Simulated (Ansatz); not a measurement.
Results of LDA (Ansatz, a quantum-chemistry and plane-wave program, plane waves, PAW) for AlP (model structure, started from the BN type, Pm-3n, No. 223, 12 atoms in the cell).

Settings: plane-wave cutoff 520 eV, 6×6×6 k mesh, Fermi–Dirac smearing 0.01 eV, scalar-relativistic PAW data made under PBE.

Cell (relaxed at this level):

```yaml
crystal:
  lattice:
    - [6.67981, 0.00000, 0.00000]
    - [0.00000, 6.67981, 0.00000]
    - [0.00000, 0.00000, 6.67981]
  atoms:
    - { symbol: Al, position: [0.25000, 0.00000, 0.50000] }
    - { symbol: Al, position: [0.50000, 0.25000, 0.00000] }
    - { symbol: Al, position: [0.50000, 0.75000, 0.00000] }
    - { symbol: Al, position: [0.75000, 0.00000, 0.50000] }
    - { symbol: Al, position: [0.00000, 0.50000, 0.75000] }
    - { symbol: Al, position: [0.00000, 0.50000, 0.25000] }
    - { symbol: P, position: [0.25000, 0.50000, 0.00000] }
    - { symbol: P, position: [0.00000, 0.25000, 0.50000] }
    - { symbol: P, position: [0.00000, 0.75000, 0.50000] }
    - { symbol: P, position: [0.75000, 0.50000, 0.00000] }
    - { symbol: P, position: [0.50000, 0.00000, 0.75000] }
    - { symbol: P, position: [0.50000, 0.00000, 0.25000] }
```

Task: What does this level give for the band gap, smallest direct gap on the k points sampled and direct gap at Γ?

Result: 
band gap: 1.29 eV (indirect)
smallest direct gap on the k points sampled: 1.41 eV
direct gap at Γ: 1.58 eV

Note: the relaxation could raise the start's symmetry but not lower it, so the cell can be a saddle point.

The computed numbers hold no vibrational or temperature effects.

Cost on a shared machine: very roughly 23 core-seconds.

A model structure was made by putting elements into a prototype or built by hand; it is no filed structure, need not be a known phase, and can be a saddle point held by its symmetry.
